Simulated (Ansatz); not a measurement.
The reference is WC (space group P-6m2, No. 187; a = 2.899 Å, c = 2.827 Å; relaxed with 0.1 eV smearing). Axes: x lies along a and z along c of the hexagonal cell.

Level of theory: Kohn–Sham DFT with the PBEsol functional, run in Ansatz (a quantum-chemistry and plane-wave program) with PAW and 420 eV plane waves, no spin-orbit coupling.

Strains are applied to the cell and any free atomic positions relax.

One change was made to it. Results:

| quantity | base | after |
|---|---|---|
| energy relative to the base (free energy F) | 0 meV/atom | +12 meV/atom |
| shortest interatomic distance | 2.191 Å | 2.209 Å |
| pressure (mean of the normal stresses, compression positive) | 0.0 GPa | -8.5 GPa |

Problem. What was done to the base?
A) uniaxial strain ε_zz = −2.00 %
B) uniaxial strain ε_zz = −1.50 %
C) uniaxial strain ε_zz = −0.50 %
D) uniaxial strain ε_zz = +3.00 %
E) uniaxial strain ε_zz = +2.00 %

Solution. E, uniaxial strain ε_zz = +2.00 %. For comparison, the pressure in the other runs: uniaxial strain ε_zz = −1.50 % gives 7.2 GPa; uniaxial strain ε_zz = −2.00 % gives 9.7 GPa; uniaxial strain ε_zz = −0.50 % gives 2.3 GPa; uniaxial strain ε_zz = +3.00 % gives -12.3 GPa.

Whether these cells are dynamically stable was not tested. The final runs are not spin-polarised.
